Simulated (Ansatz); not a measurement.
Start from GaSb in the zinc blende structure (space group F-43m, No. 216; a = 6.111 Å). Axes: x, y, z lie along the cube axes.

Level of theory: plane-wave PAW DFT at the PBEsol level (Ansatz, a program for electronic structure, 420 eV), no spin-orbit coupling.

For the base:

| Item | Value |
|---|---|
| Pressure | 0.0 GPa |

The change: a pure shear with ε_xy = ε_yx = 0.0114, atoms relaxed at fixed cell.

Question: What does the calculation give for the energy relative to the base after the change?

Answer: The energy increases by 1.8 meV/atom.

Question: What does the calculation give for the pressure after the change?

Answer: The pressure (mean of the normal stresses, compression positive) remains 0.0 GPa.

Question: Predict the new largest internal atomic displacement.

Answer: The largest internal atomic displacement amounts to 0.010 Å.

The cells carry an imposed strain or load. Stability against distortions was not tested. All final runs are without spin polarisation.
